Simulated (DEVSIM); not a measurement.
System: illuminated GaAs p-on-n cell, one wavelength, at 400 K.

Layer 1 from the left is GaAs, thickness (μm) 0.330, Na (cm⁻³) 7.6e17, τn (s) 1.5e-9, τp (s) 1.3e-8, absorption coefficient (cm⁻¹) 46000. Layer 2 from the left is GaAs, thickness (μm) 5.10, Nd (cm⁻³) 1e15, τn (s) 2e-8, τp (s) 2e-8, absorption coefficient (cm⁻¹) 46000.

Left contact: ohmic, minority electron recombination velocity 500 cm/s. Right contact: ohmic, minority hole recombination velocity 1e5 cm/s. Voltage is applied to the left contact. Recombination: SRH at mid-gap, radiative, Auger. Light enters at the left, 3.5e16 photons cm⁻² s⁻¹, one pass, no reflection. Mobility is μmin + (μ − μmin)/(1 + (N/Nref)^α).

The device is made up for the run: typed textbook-type constants, with dimensions and the other settings drawn at random. Values at 300 K; Nc and Nv go as T^1.5, mobilities as T to minus their exponent, the gap by Varshni's rule with the affinity fixed.

GaAs: gap (eV) 1.424, affinity (eV) 4.07, permittivity 12.9, Nc (cm⁻³) 4.7e17, Nv (cm⁻³) 9e18, μn (cm²/Vs) 8500, μp (cm²/Vs) 400, μn,min 500, μp,min 20, Nref,n 6e16, Nref,p 1.5e17, αn 0.39, αp 0.38, T exponent of μn 2.1, T exponent of μp 2.2, B (cm³/s) 2e-10, Cn (cm⁶/s) 1e-30, Cp (cm⁶/s) 1e-30, Varshni α (eV/K) 0.000541, Varshni β (K) 204.

DEVSIM, 1D drift-diffusion, Boltzmann statistics, complete ionisation; no tunnelling, impact ionisation, image-force lowering or self-heating.

Dark forward current:

| |V| (V) | |J| (A/cm²) |
|---|---|
| 0.05 | 3.617e-7 |
| 0.10 | 1.081e-6 |
| 0.15 | 2.603e-6 |
| 0.20 | 5.908e-6 |
| 0.25 | 1.320e-5 |
| 0.30 | 2.957e-5 |
| 0.35 | 6.730e-5 |
| 0.40 | 0.0001578 |
| 0.45 | 0.0003881 |
| 0.50 | 0.001021 |
| 0.55 | 0.002928 |
| 0.60 | 0.009201 |
| 0.65 | 0.03133 |
| 0.70 | 0.1122 |
| 0.75 | 0.4013 |
| 0.80 | 1.325 |
| 0.85 | 3.843 |
| 0.90 | 9.936 |
| 0.95 | 23.77 |
| 1.00 | 54.20 |
| 1.05 | 120.4 |
| 1.10 | 265.1 |
| 1.15 | 581.0 |
| 1.20 | 1248 |
| 1.25 | 2574 |

Q: Work out the local ideality factor n = ΔV / (kT/q · ln(J2/J1)) between the rows 0.15 and 0.20 V, 0.65 and 0.70 V, 1.20 and 1.25 V.

A: kT/q = 34.47 mV. From 0.15 to 0.20 V: ln(5.908e-6/2.603e-6) = 0.820, n = 1.77. From 0.65 to 0.70 V: ln(0.1122/0.03133) = 1.276, n = 1.14. From 1.20 to 1.25 V: ln(2574/1248) = 0.724, n = 2.00.

Q: What current could the absorbed light give at most, and what share is collected?

A: Σ αd = 25.0, so qΦ(1 − exp(−Σ αd)) = 5.61 mA/cm². The simulated short-circuit current is 5.567 mA/cm², a share of 0.99.

Q: Estimate the open-circuit voltage by superposition: the voltage at which the dark current equals that short-circuit current.

A: Interpolating ln J in the table gives 0.578 V. The simulation gives 0.578 V, the same within the digits that matter. Superposition holds where collection doesn't change with voltage.

Q: Estimate the fill factor from FF0 = (v − ln(v + 0.72))/(v + 1), v = qVoc/(nkT), with n from the dark curve.

A: The rows about Voc, 0.55 and 0.60 V, give n = 1.27, so v = 13.2 and FF0 = 0.745. The simulation gives 0.729; the estimate lies 2.1 % above.
